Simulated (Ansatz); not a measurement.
# A computed series for InSb: response to strain

Start from InSb in the zinc blende structure (space group F-43m, No. 216; a = 6.519 Å). Axes: x, y, z lie along the cube axes.

Strains are applied to the cell and any free atomic positions relax.

All numbers come from PBEsol/PAW in Ansatz (a quantum-chemistry and plane-wave program), no spin-orbit coupling.

Notes on the quantities. pressure: mean of the normal stresses, compression positive; energy relative to the base: free energy F.

| case | pressure | shortest interatomic distance | energy relative to the base |
|---|---|---|---|
| base | 0.0 GPa | 2.823 Å | 0 meV/atom |
| uniaxial strain ε_zz = −1.00 % | 0.4 GPa | 2.813 Å | +0.7 meV/atom |
| uniaxial strain ε_zz = −0.50 % | 0.2 GPa | 2.818 Å | +0.2 meV/atom |
| uniaxial strain ε_zz = +0.50 % | -0.2 GPa | 2.827 Å | +0.2 meV/atom |
| uniaxial strain ε_zz = +1.00 % | -0.4 GPa | 2.832 Å | +0.7 meV/atom |
| uniaxial strain ε_zz = +1.50 % | -0.6 GPa | 2.837 Å | +1.5 meV/atom |
| uniaxial strain ε_zz = +2.00 % | -0.8 GPa | 2.842 Å | +2.6 meV/atom |
| uniaxial strain ε_zz = +2.50 % | -1.0 GPa | 2.846 Å | +4.0 meV/atom |
| uniaxial strain ε_zz = +3.00 % | -1.2 GPa | 2.851 Å | +5.8 meV/atom |

Stability against distortions was not tested. The final runs are not spin-polarised.
